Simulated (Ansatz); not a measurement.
In a free zigzag chain of Ga atoms, spin-degenerate bands cross the Fermi level 4 times between Γ and the zone edge.

Calculation: PBE (plane waves to 420 eV, PAW; Ansatz, an electronic-structure program). Mesh 1×1×68. No spin polarisation, so a magnetic state wasn't tested. Periodic along z alone, with about 11 Å of vacuum beside it. A hypothetical model. Symmetry and one short period hold its shape; lower forms weren't sought. Pairing along the axis, which can open a gap, is among the distortions not tried.

Problem. What are the conductance and the two-terminal resistance of a perfect, endless piece?

Solution. Each crossing on the half of the zone with k > 0 has a partner at −k, so it gives one mode in each direction. Counting spin there are 8 modes, each carrying e²/h = 38.74 μS. G = 8 × 38.74 = 309.9 μS and R = 1/G = 3.23 kΩ, whatever the length. Scattering by phonons, roughness and contacts can only raise R.
